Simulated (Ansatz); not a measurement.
The starting structures come from a database of crystals and need not be the phases stable at ambient conditions.

Inside the gap of an insulator the Bloch states are evanescent, with a wavenumber k + iκ along the transport direction.

```yaml
crystal:
  lattice:
    - [6.33262, 0.00000, 0.00000]
    - [0.00000, 6.63604, 0.00000]
    - [0.00000, 3.31802, 1.91566]
  atoms:
    - { symbol: Si, position: [0.93699, 0.66667, 0.00000] }
    - { symbol: Si, position: [0.06301, 0.33333, 0.00000] }
    - { symbol: Si, position: [0.43699, 0.33333, 0.00000] }
    - { symbol: Si, position: [0.56301, 0.66667, 0.00000] }
```

The cell is taken as given.

Transport runs along the normal of the first two printed cell vectors, the (110) plane of the conventional cell.

The gap is the functional's own. No spin-orbit coupling. Mid-gap values are those at the computed energy nearest the middle.

Q: Predict the band gap and the smallest decay constant κ at mid-gap from r2SCAN run with Ansatz (an electronic-structure program).

A: Gap 0.60 eV on a 6×16×16 mesh; κ = 0.093 1/Å, at the zone centre.
